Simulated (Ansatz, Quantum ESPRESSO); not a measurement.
An Ansatz (a quantum-chemistry and plane-wave program) input for a self-consistent single point of BeTe (F-43m, 2 atoms in the cell) (DFT, PBE, plane waves, default PAW files):

Ansatz 0.2 input:
```yaml
crystal:
  lattice:
    - [0.000000, 2.815000, 2.815000]
    - [2.815000, 0.000000, 2.815000]
    - [2.815000, 2.815000, 0.000000]
  atoms:
    - { symbol: Be, position_ang: [0.000000, 0.000000, 0.000000] }
    - { symbol: Te, position_ang: [1.407500, 1.407500, 1.407500] }
kpoints:
  mp_grid: { grid: [5, 5, 5] }
hamiltonian:
  xc: pbe
  pseudopotentials: { kind: paw }
scf:
  occupations: { method: fermi_dirac, width: 0.01 eV }
output:
  forces: true
  eigenvalues: true
  stress: true
```

### Question
Write the same calculation as an input for Quantum ESPRESSO.

### Answer
One input that does it (others would too):

```fortran
&control
 calculation = 'scf',
 prefix = 'scf',
 outdir = './tmp',
 pseudo_dir = './',
 tprnfor = .true.,
 tstress = .true.,
/
&system
 ibrav = 0,
 nat = 2,
 ntyp = 2,
 ecutwfc = 40,
 ecutrho = 320,
 occupations = 'smearing',
 smearing = 'fermi-dirac',
 degauss = 0.000734986,
/
&electrons
 conv_thr = 1.0d-9,
 mixing_beta = 0.4,
/
ATOMIC_SPECIES
Be     9.0122  be_pbe_v1.4.uspp.F.UPF
Te   127.6000  Te_pbe_v1.uspp.F.UPF
ATOMIC_POSITIONS crystal
Be    0.0000000000    0.0000000000    0.0000000000
Te    0.2500000000    0.2500000000    0.2500000000
K_POINTS automatic
5 5 5  0 0 0
CELL_PARAMETERS angstrom
   0.0000000000     2.8150000000     2.8150000000
   2.8150000000     0.0000000000     2.8150000000
   2.8150000000     2.8150000000     0.0000000000
```

Basis settings and potentials, where a program has them, do not carry over. This input uses DFT, PBE, plane waves, SSSP 1.1.2 efficiency (PBE) pseudopotentials. Both were run: pressure 1.16 GPa in Ansatz and 1.27 in Quantum ESPRESSO; gap on the mesh 2.088 eV in Ansatz and 2.037 in Quantum ESPRESSO. Ansatz's pressure is the one without its finite-basis correction.

On Quantum ESPRESSO: the starting cell has typed, rounded lattice constants, without a prior relaxation at this level. Spin-orbit coupling is off.

On Ansatz: the starting cell has typed, rounded lattice constants, without a prior relaxation at this level. Spin-orbit coupling is off. Another mesh or the band path of this cell gives a smaller gap, so this value is not converged in the mesh.
